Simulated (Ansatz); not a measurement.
Results of LDA in Ansatz (PAW) for MoRu (P-6m2, No. 187, 2 atoms in the cell; start mp-1221386).

The input as run:

Ansatz 0.2 input:
```yaml
crystal:
  lattice:
    - [2.7059839414, 0.0, 0.0]
    - [-1.3529919707, 2.3434508355, 0.0]
    - [0.0, 0.0, 4.3418862035]
  atoms:
    - { symbol: Mo, position: [0.6666666667, 0.3333333333, 0.0] }
    - { symbol: Ru, position: [0.3333333333, 0.6666666667, 0.5] }
basis:
  ecutwfc: 520
  ecutrho_ratio: 4
  xc_grid: 2
kpoints:
  mp_grid: { grid: [24, 24, 12] }
hamiltonian:
  xc: lda
  dispersion: none
  pseudopotentials: { kind: paw }
scf:
  occupations: { method: fermi_dirac, width: 0.05 }
output:
  forces: true
  stress: true
  eigenvalues: true
relax:
  f_tol: 0.004
  escape_saddle: false
  max_steps: 80
  cell: { stress_tol: 0.02, fix: [volume] }
```

Output (set-up and result lines):

```
Relaxation: its limit of steps is 80 (relax.max_steps)
Crystal: 2 atoms, lattice volume = 27.533 Å³
Basis set: ecut = 520 eV, 713 PW (Γ), exchange–correlation on 48×48×72 points (8 copies of the dense FFT grid, shifted against one another)
Bands: 19, of which v1, the nominal top of the filled ones, is band 15 counted from 1 (14 counted from 0)
Symmetry: 12 space group operations
Space group: P-6m2 (ITA 187), of the structure as read, at distance tolerance 3.0e-5 Å
k-points: 427 of 6912 (time reversal used)
Functional: x = slater, c = lda
SCF iter   1: F=—  HF=-10601.025440 eV  |F-HF|=—  |Δ(HF+E_count)|=         —  Δρ=1.12e-2  dr2=2.33e-2
SCF iter   2: F=—  HF=-10601.024460 eV  |F-HF|=—  |Δ(HF+E_count)|=   9.79e-4  Δρ=6.87e-3  dr2=1.46e-2
  ...
SCF 1 converged in 6 iterations: F = -10601.022947 eV  dr2 = 1.41e-8
Crystal: 2 atoms, lattice volume = 27.533 Å³
Initial density: handed on by an earlier stage of this run
SCF 2 converged in 6 iterations: F = -10601.022953 eV  dr2 = 1.46e-12
Crystal: 2 atoms, lattice volume = 27.533 Å³
SCF 3 converged in 6 iterations: F = -10601.022957 eV  dr2 = 1.92e-13
Crystal: 2 atoms, lattice volume = 27.533 Å³
SCF iter   7: F=-10601.022956 eV  HF=-10601.022956 eV  |F-HF|=1.82e-12  |Δ(HF+E_count)|=    0.00e0  Δρ=1.73e-9  dr2=6.98e-16
SCF iter   8: F=-10601.022956 eV  HF=-10601.022956 eV  |F-HF|=0.00e0  |Δ(HF+E_count)|=    0.00e0  Δρ=9.32e-10  dr2=1.81e-16
SCF 4 converged in 8 iterations: F = -10601.022956 eV  dr2 = 1.81e-16
SCF converged after 8 iterations
Free energy (F): -10601.022956 eV
Internal energy: -10601.008444 eV  (E = F + TS)
E sigma→0 (E₀):  -10601.015700 eV
Fermi energy:    23.136728 eV
--- Forces (eV/Å), atoms counted from 1 ---
  atom   1  Mo     0.00000000     0.00000000    -0.00000000
  atom   2  Ru     0.00000000    -0.00000000     0.00000000
--- Stress (GPa, compression-positive) ---
        6.704986      -0.000000       0.000000
        0.000000       6.704986      -0.000000
        0.000000      -0.000000       6.704931
  P = ⅓ Tr σ = 6.7050 GPa (67.050 kbar)
```

The cell is one volume of an energy–volume scan, off the minimum.

The PAW data were made under PBE.

Note: the run has no spin polarisation, so it can have missed a magnetic state. Note: the relaxation could not lower the start's symmetry, so the cell can be a saddle point above a distorted one.

A start named mp-… is a Materials Project structure, which need not be a measured phase.

Ansatz is a first-principles code.
